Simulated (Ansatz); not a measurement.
Start from MgTe in the zinc blende structure (space group F-43m, No. 216; a = 6.439 Å). Axes: x, y, z lie along the cube axes.

The values are results of PBEsol in Ansatz (plane waves to 420 eV, PAW, scalar-relativistic without spin-orbit coupling), not measurements.

Strains are applied to the cell and any free atomic positions relax; under biaxial strain the out-of-plane vector relaxes too.

One change was made to it. Results:

The gap character remains direct at Γ; the band gap shrinks by 0.17 eV, from 2.35 eV to 2.18 eV.

Task: What was done to the base?
(A) biaxial strain −1.00 %, plane normal [001], relaxed out of plane
(B) biaxial strain +1.50 %, plane normal [001], relaxed out of plane
(C) biaxial strain +2.50 %, plane normal [001], relaxed out of plane
(D) biaxial strain −1.50 %, plane normal [001], relaxed out of plane

Result: C, biaxial strain +2.50 %, plane normal [001], relaxed out of plane. For comparison, the band gap in the other runs: biaxial strain −1.50 %, plane normal [001], relaxed out of plane gives 2.35 eV; biaxial strain +1.50 %, plane normal [001], relaxed out of plane gives 2.24 eV; biaxial strain −1.00 %, plane normal [001], relaxed out of plane gives 2.35 eV.

With Te present, leaving out spin-orbit coupling can change the band edges. Whether these cells are dynamically stable was not tested. Labels are those of the standard path for the cell's own space group.

Ansatz is a quantum-chemistry and plane-wave program.
